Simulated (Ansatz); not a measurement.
Input for (Si)1/(Ge)5 zinc blende (111) superlattice on Ge:

Ansatz 0.2 input:
```yaml
crystal:
  lattice:
    - [4.074964827, -0.000000029, 0.0]
    - [-2.037482388, 3.529023076, 0.0]
    - [0.0, 0.0, 19.6599279]
  atoms:
    - { symbol: Si, position: [0.0, 0.0, 0.0] }
    - { symbol: Si, position: [0.0, 0.0, 0.1159553] }
    - { symbol: Ge, position: [0.3333333, 0.6666667, 0.156416] }
    - { symbol: Ge, position: [0.3333333, 0.6666667, 0.283225] }
    - { symbol: Ge, position: [0.6666667, 0.3333333, 0.3254946] }
    - { symbol: Ge, position: [0.6666667, 0.3333333, 0.4523035] }
    - { symbol: Ge, position: [0.0, 0.0, 0.4945732] }
    - { symbol: Ge, position: [0.0, 0.0, 0.6213821] }
    - { symbol: Ge, position: [0.3333333, 0.6666667, 0.6636518] }
    - { symbol: Ge, position: [0.3333333, 0.6666667, 0.7904607] }
    - { symbol: Ge, position: [0.6666667, 0.3333333, 0.8327304] }
    - { symbol: Ge, position: [0.6666667, 0.3333333, 0.9595393] }
basis:
  ecutwfc: 420
  ecutrho_ratio: 4
  xc_grid: 2
kpoints:
  mp_grid: { grid: [9, 9, 2] }
hamiltonian:
  xc: pbe
  dispersion: none
  pseudopotentials: { kind: paw }
scf:
  n_extra_bands: 14
  occupations: { method: fermi_dirac, width: 0.01 }
output:
  forces: true
  stress: true
  eigenstates:
    kpoints:
      - [0, 0, 0]
      - [0, 0, 0.5]
      - [0.333333333333, 0.333333333333, 0]
      - [0.5, 0, 0]
    e_range: [-4.0, 6.0]
    localisation: true
relax:
  f_tol: 0.02
  max_steps: 60
  cell: { fix: [a, b, angles], stress_tol: 0.08 }
```

All values below come from PBE (plane waves to 420 eV, PAW; Ansatz, a quantum-chemistry and plane-wave program). No spin–orbit coupling. Its k-point mesh 9×9×2, Fermi–Dirac width 0.01 eV.

Task: What does the end of the output print (band table and long remarks left out, numbers rounded to eight decimals)?

Result: 
```
SCF converged after 6 iterations
Free energy (F): -44221.291777 eV
Harris-Foulkes:  -44221.291777 eV  (|F-HF|=5.46e-10)
Internal energy: -44221.291588 eV  (E = F + TS)
E sigma→0 (E₀):  -44221.291682 eV
Entropy (-TS):   -0.000189 eV (-0.016 meV/atom)
Fermi energy:    7.466334 eV
--- Per-component energies (eV) ---
  E_band       = -1605.297331
  E_kinetic    = 1186.156609
  E_local      = -29475.046809  (includes V_loc(G=0)·N_el)
  E_nonlocal   = 4233.651084
  E_hartree    = 13157.516865
  E_xc         = -861.840239
  E_vxc        = -733.860501  (∫ρ·V_xc dr)
  E_paw        = -21222.359983  (= ΣΔE_a)
  E_vpaw       = -3131.234328  (= ΣTr[D̂ρ^β])
  E_aug_tail   = 0.003234  (compensation charges beyond the density's cutoff)
  E_ewald      = -11239.372348
  E_smearing   = -0.000189  (= −TS)
  E_closure    = 0.000000  (closes the sum)
  Σ components = -44221.291777   (vs F -44221.291777, Δ=0.00e0)
--- Forces (eV/Å), atoms counted from 1 ---
  atom   1  Si    0.00000000     0.00000000     0.00135528
  atom   2  Si     0.00000000    0.00000000    -0.00135528
  atom   3  Ge    0.00000000     0.00000000     0.00028300
  atom   4  Ge     0.00000000    0.00000000     0.00012999
  atom   5  Ge    0.00000000     0.00000000     0.00156634
  atom   6  Ge     0.00000000     0.00000000     0.00451565
  atom   7  Ge    0.00000000     0.00000000    -0.00316184
  atom   8  Ge     0.00000000     0.00000000     0.00316184
  atom   9  Ge    0.00000000     0.00000000    -0.00451565
  atom  10  Ge     0.00000000    0.00000000    -0.00156634
  atom  11  Ge    0.00000000     0.00000000    -0.00012999
  atom  12  Ge     0.00000000    0.00000000    -0.00028300
  max |Σ_I F_I| component: 7.40e-17 eV/Å
--- Stress (GPa, compression-positive) ---
       -1.480920      0.000000      0.000000
        0.000000      -1.480920      0.000000
       0.000000      0.000000      -0.007803
  P = ⅓ Tr σ = -0.9899 GPa (-9.899 kbar)
--- Relaxed structure (4 steps of the walk, 4 accepted, 1 SCFs on fresh bases) ---
  F+E_penalty+E_count = -44221.29177680 eV   max|allowed force component| = 4.516e-3 eV/Å   (the final SCF, on the basis selected at the relaxed cell)
  cell:  # Å, volume = 283.3135 Å³
    - [4.07496483, -2.92224318e-8, 0.0]
    - [-2.03748239, 3.52902308, 0.0]
    - [0.0, 0.0, 19.70103099]
  atoms:
    - { symbol: Si, position: [0.0, 0.0, -0.00205250] }
    - { symbol: Si, position: [0.0, 0.0, 0.11800782] }
    - { symbol: Ge, position: [0.33333333, 0.66666667, 0.15705622] }
    - { symbol: Ge, position: [0.33333333, 0.66666667, 0.28385333] }
    - { symbol: Ge, position: [0.66666667, 0.33333333, 0.32590898] }
    - { symbol: Ge, position: [0.66666667, 0.33333333, 0.45245832] }
    - { symbol: Ge, position: [0.0, 0.0, 0.49467043] }
    - { symbol: Ge, position: [0.0, 0.0, 0.62128489] }
    - { symbol: Ge, position: [0.33333333, 0.66666667, 0.66349700] }
    - { symbol: Ge, position: [0.33333333, 0.66666667, 0.79004634] }
    - { symbol: Ge, position: [0.66666667, 0.33333333, 0.83210199] }
    - { symbol: Ge, position: [0.66666667, 0.33333333, 0.95889909] }
```

Cost: around 2.4 core-minutes (rough).
